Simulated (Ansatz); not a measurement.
Several settings converged on Sr2CdPt2 (Imm2, 5 atoms in the cell)

```
Sr2CdPt2
1.0
   -2.29031     2.99801     4.59499
    2.29031    -2.99801     4.59499
    2.29031     2.99801    -4.59499
Sr Cd Pt
2 1 2
Direct
  0.30495   0.80495   0.50000
  0.70049   0.20049   0.50000
  0.00000   0.00000   0.00000
  0.72608   0.50000   0.22608
  0.27392   0.50000   0.77392
```

Base method: PBEsol, default PAW files made with PBE (plane waves; Ansatz, a quantum-chemistry and plane-wave program).

Base settings: basis.ecutwfc = 420 eV; kpoints.mp_grid.grid = 7 7 7; hamiltonian.xc = pbesol; hamiltonian.pseudopotentials = {kind: paw} (the program's default PAW files); scf.occupations.method = gaussian; scf.occupations.width = 0.1 eV.

The count of work is k-points × plane waves × bands × iterations; it is no time. Core times come from one kind of shared machine, to one figure; runs under 30 s give none.

**The k-point mesh**

The second cell is the first with its lattice scaled by 0.98.

Only quantities that move along the ladder and can be compared are tabulated.

| kpoints.mp_grid.grid | free energy less the last step's (meV/atom) | energy of the compressed cell less the first (meV/atom) | pressure (GPa) | largest difference of a force vector from the last step's (eV/Å) | count of work / last | core time / last (rough) |
|---|---|---|---|---|---|---|
| 2 2 2 | 39.63 | -6.74 | -2.78 | 0.222 | 0.023 | – |
| 4 4 4 | -2.03 | -8.36 | -2.91 | 0.018 | 0.083 | – |
| 6 6 6 | -3.67 | -8.56 | -2.92 | 0.018 | 0.21 | – |
| 7 7 7 | -2.63 | -8.02 | -2.86 | 0.023 | 0.30 | 0.3 |
| 9 9 9 | 0.29 | -8.36 | -2.90 | 0.010 | 0.58 | 0.6 |
| 11 11 11 | 0.00 | -8.41 | -2.90 | 0.000 | 1.0 | 1 |

Coarsest kpoints.mp_grid.grid that holds the energy of the compressed cell less the first within 1 meV/atom of the last step, with all finer ones: 4 4 4, at 0.083 of the last step's count of work; the step before is off by 1.7 meV/atom.

Coarsest kpoints.mp_grid.grid that holds the free energy within 1 meV/atom of the last step, with all finer ones: 9 9 9; the step before is off by 2.6 meV/atom.

Coarsest kpoints.mp_grid.grid that holds the pressure within 0.05 GPa of the last step, with all finer ones: 4 4 4, at 0.083 of the last step's count of work; the step before is off by 0.13 GPa.

The energy difference between the two cells stays within 1 meV/atom of the last step's from 4 4 4 on, the total only from 9 9 9 on: much of the error is common to both cells and cancels.

**The k-point mesh at a smearing width of 0.02 eV**

In this ladder: scf.occupations.width = 0.02 eV.

Only quantities that move along the ladder and can be compared are tabulated.

| kpoints.mp_grid.grid | free energy less the last step's (meV/atom) | largest difference of a force vector from the last step's (eV/Å) | count of work / last | core time / last (rough) |
|---|---|---|---|---|
| 3 3 3 | -3.09 | 0.086 | 0.025 | – |
| 4 4 4 | -1.87 | 0.028 | 0.056 | – |
| 5 5 5 | 1.71 | 0.071 | 0.084 | – |
| 7 7 7 | -2.78 | 0.059 | 0.20 | 0.2 |
| 10 10 10 | 0.25 | 0.026 | 0.61 | 0.6 |
| 12 12 12 | 0.00 | 0.000 | 1.0 | 1 |

Coarsest kpoints.mp_grid.grid that holds the forces within 0.02 eV/Å: not settled: the last two steps still differ by 0.026 eV/Å, over half the tolerance, so the ladder does not show it.

Coarsest kpoints.mp_grid.grid that holds the free energy within 1 meV/atom of the last step, with all finer ones: 10 10 10; the step before is off by 2.8 meV/atom.

**The k-point mesh at a smearing width of 0.3 eV**

In this ladder: scf.occupations.width = 0.3 eV.

Only quantities that move along the ladder and can be compared are tabulated.

| kpoints.mp_grid.grid | free energy less the last step's (meV/atom) | largest difference of a force vector from the last step's (eV/Å) | count of work / last | core time / last (rough) |
|---|---|---|---|---|
| 3 3 3 | -2.97 | 0.033 | 0.029 | – |
| 5 5 5 | 1.87 | 0.049 | 0.096 | – |
| 7 7 7 | -1.51 | 0.007 | 0.23 | 0.2 |
| 10 10 10 | 0.27 | 0.001 | 0.61 | 0.6 |
| 12 12 12 | 0.00 | 0.000 | 1.0 | 1 |

Coarsest kpoints.mp_grid.grid that holds the free energy within 1 meV/atom of the last step, with all finer ones: 10 10 10; the step before is off by 1.5 meV/atom.

Coarsest kpoints.mp_grid.grid that holds the forces within 0.005 eV/Å of the last step, with all finer ones: 10 10 10; the step before is off by 0.007 eV/Å.

On the base run: the starting cell comes from a database of computed structures (which also holds hypothetical and non-ambient phases and stackings), without a prior relaxation at this level. Its lattice was rescaled by up to half a per cent. One atom was moved a little off its site on purpose. Spin polarisation is off. Ansatz's pressure includes its estimate of the finite-basis (Pulay) stress.

Keys are those of Ansatz 0.2.
